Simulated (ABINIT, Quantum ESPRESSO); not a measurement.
A Quantum ESPRESSO input for a self-consistent single point of Ta2Co (I4/mcm, 6 atoms in the cell) (DFT, PBEsol, plane waves, PSlibrary PAW (PBE) pseudopotentials):

```fortran
&control
  calculation = 'scf',
  outdir = './tmp',
  pseudo_dir = './',
  tprnfor = .true.,
  tstress = .true.,
/
&system
  ibrav = 7,
  celldm(1) = 11.49762287,
  celldm(3) = 0.8161228609,
  nat = 6,
  ntyp = 2,
  ecutwfc = 50,
  ecutrho = 300,
  occupations = 'smearing',
  smearing = 'fd',
  degauss = 0.0073499,
  input_dft = 'pbesol',
/
&electrons
  conv_thr = 1.0d-9,
/
ATOMIC_SPECIES
Ta   180.9479  Ta.pbe-spn-kjpaw_psl.1.0.0.UPF
Co    58.9332  Co.pbe-n-kjpaw_psl.1.0.0.UPF
ATOMIC_POSITIONS crystal
Ta   -0.82270000    0.66135000    0.16135000
Ta   -0.17730000    0.33865000    0.83865000
Ta   -0.50000000    0.83865000    0.66135000
Ta   -0.50000000    0.16135000    0.33865000
Co    0.00000000    0.75000000    0.75000000
Co    0.00000000    0.25000000    0.25000000
K_POINTS automatic
6 6 6  0 0 0
```

Write the same calculation as an input for ABINIT.

This is the input that was run; spellings and numerical settings could be chosen otherwise.

```
# Ta2Co, PseudoDojo nc-sr-04 PBEsol standard
pp_dirpath "./"
pseudos "Ta.upf, Co.upf"
acell 4.9672254606 4.9672254606 4.9672254606 Angstrom
rprim
        -0.6124425042    0.6124425042    0.4998283286
         0.6124425042   -0.6124425042    0.4998283286
         0.6124425042    0.6124425042   -0.4998283286
natom 6
ntypat 2
znucl 73 27
typat 1 1 1 1 2 2
xred
         0.1613500000    0.6613500000    0.8227000000
         0.8386500000    0.3386500000    0.1773000000
         0.6613500000    0.8386500000    0.5000000000
         0.3386500000    0.1613500000    0.5000000000
         0.7500000000    0.7500000000    0.0000000000
         0.2500000000    0.2500000000    0.0000000000
ecut 48 Ha
occopt 3
tsmear 0.1 eV
nband 54
kptopt 1
ngkpt 6 6 6
nshiftk 1
shiftk 0 0 0
nstep 60
tolvrs 1.0e-12
prtwf 0
prtden 0
enunit 1
```

Basis settings and potentials, where a program has them, do not carry over. This input uses DFT, PBEsol, plane waves, norm-conserving pseudopotentials (PseudoDojo nc-sr-04 PBEsol standard). Both were run: pressure -5.17 GPa in Quantum ESPRESSO and -3.57 in ABINIT; largest force 0.004 eV/Å in Quantum ESPRESSO and 0.002 in ABINIT.

On Quantum ESPRESSO: the starting cell comes from a database of computed structures (which also holds hypothetical and non-ambient phases and stackings), without a prior relaxation at this level. Spin polarisation is off. With a pressure of about -5 GPa the cell is away from its equilibrium volume at this level.

On ABINIT: the starting cell comes from a database of computed structures (which also holds hypothetical and non-ambient phases and stackings), without a prior relaxation at this level. Spin polarisation is off. With a pressure of about -4 GPa the cell is away from its equilibrium volume at this level.
